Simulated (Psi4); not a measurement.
Psi4 1.11, R2SCAN/def2-svp: Hf(Cl)3(acac) (CC1=CC(C)=[O]->[Hf]([Cl])([Cl])([Cl])[O]1), 18 atoms. The geometry is a generated start, not checked to be a minimum at this level.

```
Property                                                   Value
-------------------------------  -------------------------------
task                                                    gradient
method                                                    r2scan
basis                                                   def2-svp
memory                                                      7 GB
scf_type                                            df (default)
guess                             auto, which took SAD (default)
diis_max_vecs                                       10 (default)
scf_initial_accelerator                          adiis (default)
e_convergence                                    1e-08 (default)
d_convergence                                    1e-08 (default)
effective core potentials        those of the basis set, past Kr
basis functions (reference run)                              219
grid points (reference run)                              3203644
```

```xyz
18

Hf     0.1443     2.1914     0.6857
Cl     2.0776     2.8661    -0.4122
Cl    -1.7719     1.3048     1.7043
Cl    -0.1686     4.2278     1.6217
C     -1.4706    -0.3426    -2.2524
C     -0.6216     0.1356    -1.1124
C     -0.0218    -0.8134    -0.2752
C      0.7834    -0.5712     0.8426
C      1.3423    -1.7448     1.5920
O      1.0868     0.5866     1.2875
O     -0.5016     1.4005    -0.9831
H     -1.2720    -1.3779    -2.5077
H     -2.5153    -0.2441    -1.9533
H     -1.3167     0.2981    -3.1177
H     -0.1977    -1.8496    -0.5226
H      0.7436    -1.8911     2.4916
H      1.3212    -2.6535     1.0007
H      2.3586    -1.5227     1.9104
```

The reference run has dft_radial_points = 200, dft_spherical_points = 974, dft_pruning_scheme = none (default); it is not itself proven converged. One run each, on a shared machine, so no times are given.

Settings tried, all else as in the reference:
- dft_radial_points = 75 (default), dft_spherical_points = 302 (default)
- dft_radial_points = 99, dft_spherical_points = 590, dft_pruning_scheme = treutler
- dft_radial_points = 75 (default), dft_spherical_points = 434
- dft_radial_points = 75 (default), dft_spherical_points = 302 (default), dft_pruning_scheme = treutler
- dft_radial_points = 99, dft_spherical_points = 590
- dft_radial_points = 50, dft_spherical_points = 194
- dft_radial_points = 150, dft_spherical_points = 770
- dft_radial_points = 75 (default), dft_spherical_points = 302 (default), dft_pruning_scheme = robust
- dft_radial_points = 25, dft_spherical_points = 50
- dft_radial_points = 35, dft_spherical_points = 110

### Question
Which settings reproduce the reference to 1.0 meV/atom in energy, 10 meV/Å in forces (largest component)?

### Answer
Within it: dft_radial_points = 150, dft_spherical_points = 770. At the edge (between 0.75 and 1.33 times the tolerance): dft_radial_points = 99, dft_spherical_points = 590; dft_radial_points = 99, dft_spherical_points = 590, dft_pruning_scheme = treutler. Outside: dft_radial_points = 75 (default), dft_spherical_points = 434; dft_radial_points = 75 (default), dft_spherical_points = 302 (default); dft_radial_points = 75 (default), dft_spherical_points = 302 (default), dft_pruning_scheme = robust; dft_radial_points = 75 (default), dft_spherical_points = 302 (default), dft_pruning_scheme = treutler; dft_radial_points = 50, dft_spherical_points = 194; dft_radial_points = 35, dft_spherical_points = 110; dft_radial_points = 25, dft_spherical_points = 50.

```
setting                                                                                                grid points  energy against the reference  difference in forces (largest component)
-----------------------------------------------------------------------------------------------------  -----------  ----------------------------  ----------------------------------------
the reference                                                                                              3203644                             —                                         —
dft_radial_points = 150, dft_spherical_points = 770                                                        1911697               −0.043 meV/atom                                 2.9 meV/Å
dft_radial_points = 99, dft_spherical_points = 590                                                          971383                +0.15 meV/atom                                 9.1 meV/Å
dft_radial_points = 99, dft_spherical_points = 590, dft_pruning_scheme = treutler                           521859                +0.22 meV/atom                                 9.3 meV/Å
dft_radial_points = 75 (default), dft_spherical_points = 434                                                543372                 −1.1 meV/atom                                  29 meV/Å
dft_radial_points = 75 (default), dft_spherical_points = 302 (default)                                      378356                 −1.1 meV/atom                                  33 meV/Å
dft_radial_points = 75 (default), dft_spherical_points = 302 (default), dft_pruning_scheme = robust         263968                 −1.1 meV/atom                                  33 meV/Å
dft_radial_points = 75 (default), dft_spherical_points = 302 (default), dft_pruning_scheme = treutler       214600                 −1.0 meV/atom                                  34 meV/Å
dft_radial_points = 50, dft_spherical_points = 194                                                          164704                 −8.6 meV/atom                                 160 meV/Å
dft_radial_points = 35, dft_spherical_points = 110                                                           65637                  −26 meV/atom                                 150 meV/Å
dft_radial_points = 25, dft_spherical_points = 50                                                            21358                  +69 meV/atom                                 690 meV/Å
```

Total energies are compared; such shifts often cancel in part in energy differences. The gradients leave out the derivatives of the grid weights. No test of the SCF solution's stability was run. Also tried and not ranked: dft_radial_points = 99, dft_spherical_points = 590, dft_pruning_scheme = robust (same energy as a listed run). The tolerance is a choice made for this comparison.
